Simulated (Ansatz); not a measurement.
**Hypothetical rock salt BeTe, response to strain**

Consider BeTe in the rock salt structure (space group Fm-3m, No. 225; a hypothetical phase, not in the database extracts checked; relaxed with 0.1 eV smearing).

```
CELL_PARAMETERS angstrom
      0.00000     2.65135     2.65135
      2.65135     0.00000     2.65135
      2.65135     2.65135     0.00000
ATOMIC_POSITIONS crystal
  Te 0.00000 0.00000 0.00000
  Be 0.50000 0.50000 0.50000
```

Cartesian axes are those of the cell as printed.

Strains are applied to the cell and any free atomic positions relax; under biaxial strain the out-of-plane vector relaxes too.

Computed with DFT with PBEsol, PAW potentials and a 420 eV plane-wave cutoff in Ansatz (a first-principles code), without spin-orbit coupling.

Notes on the quantities. energy relative to the base: free energy F; pressure: mean of the normal stresses, compression positive.

| change | space group | energy relative to the base | pressure | shortest interatomic distance |
|---|---|---|---|---|
| base | Fm-3m (No. 225) | 0 meV/atom | 0.0 GPa | 5.010 bohr |
| biaxial strain −2.20 %, plane normal [001], relaxed out of plane | I4/mmm (No. 139) | +8.3 meV/atom | 2.3 GPa | 4.900 bohr |
| biaxial strain −0.34 %, plane normal [110], relaxed out of plane | Immm (No. 71) | +0.2 meV/atom | 0.3 GPa | 4.993 bohr |
| biaxial strain +0.84 %, plane normal [111], relaxed out of plane | R-3m (No. 166) | (withheld) | (withheld) | (withheld) |
| isotropic strain −2.43 % | Fm-3m (No. 225) | +24 meV/atom | 6.2 GPa | 4.889 bohr |
| isotropic strain −2.38 % | Fm-3m (No. 225) | +23 meV/atom | 6.1 GPa | 4.891 bohr |

Fill in the withheld entries from the trend.


- biaxial strain +0.84 %, plane normal [111], relaxed out of plane, energy relative to the base: +1.2 meV/atom
- biaxial strain +0.84 %, plane normal [111], relaxed out of plane, pressure: -0.8 GPa
- biaxial strain +0.84 %, plane normal [111], relaxed out of plane, shortest interatomic distance: 5.029 bohr

Stability against distortions was not tested. The final runs are not spin-polarised.
